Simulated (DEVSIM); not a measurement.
## abrupt GaAs p-n junction

Structure: abrupt GaAs p-n junction, at 300 K.

```tsv
layer (left to right)	material	thickness (μm)	Nd (cm⁻³)	Na (cm⁻³)	τn (s)	τp (s)
1	GaAs	59.0	-	6.2e16	6.5e-9	6.5e-9
2	GaAs	75.0	1.8e16	-	6.5e-9	2e-7
```

Left contact: ohmic. Right contact: ohmic. Voltage is applied to the left contact. Recombination: SRH at mid-gap, radiative. Mobility is μmin + (μ − μmin)/(1 + (N/Nref)^α).

The device is made up for the run: typed textbook-type constants, with dimensions and the other settings drawn at random. Values at 300 K.

```tsv
parameter	GaAs
gap (eV)	1.424
affinity (eV)	4.07
permittivity	12.9
Nc (cm⁻³)	4.7e17
Nv (cm⁻³)	9e18
μn (cm²/Vs)	8500
μp (cm²/Vs)	400
μn,min	500
μp,min	20
Nref,n	6e16
Nref,p	1.5e17
αn	0.39
αp	0.38
B (cm³/s)	2e-10
```

Model (solved in DEVSIM): 1D drift-diffusion, Boltzmann statistics, complete ionisation; no tunnelling, impact ionisation, image-force lowering or self-heating.

The potential step across the device at zero bias is 1.211 V, the largest field in the device at zero bias is 67000 V/cm and the dark forward voltage at 1 A/cm² comes out as 1.054 V. The dark forward voltage at 100 A/cm² is 1.410 V.

Small-signal capacitance in reverse bias (quasi-static):

```csv
V (V),C (nF/cm²)
-0.4,28.6
-1,24.3
-2,20.1
-3,17.5
-4,15.7
-6,13.4
-8,11.8
-10,10.7
-13,9.50
-16,8.63
-20,7.77
```

Dark reverse current:

```tsv
V (V)	J (A/cm²)
-0.40	-1.4e-11
-1.00	-2.6e-11
-2.00	-7.5e-11
-3.00	-1.4e-10
-4.00	-2.0e-10
-6.00	-2.9e-10
-8.00	-3.8e-10
-10.00	-4.5e-10
-13.00	-5.6e-10
-16.00	-6.5e-10
-20.00	-7.6e-10
```
